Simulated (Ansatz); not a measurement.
Take Pt in the fcc (Cu type) structure (space group Fm-3m, No. 225; a = 3.920 Å; relaxed with 0.1 eV smearing) as the base. Axes: x, y, z lie along the cube axes.

Computed with Ansatz (a program for electronic structure), PBEsol, PAW, cutoff 420 eV, no spin-orbit coupling.

The change: compressive biaxial strain of 0.50 % in the plane normal to [001], as in epitaxy on a mismatched substrate; the out-of-plane cell vector and the atoms relax.

### Question
What does the calculation give for the energy relative to the base and out-of-plane strain after the change?

### Answer
The energy goes up by 0.6 meV/atom; the out-of-plane strain is +0.70 %.

Stability against distortions was not tested. The final runs are not spin-polarised.
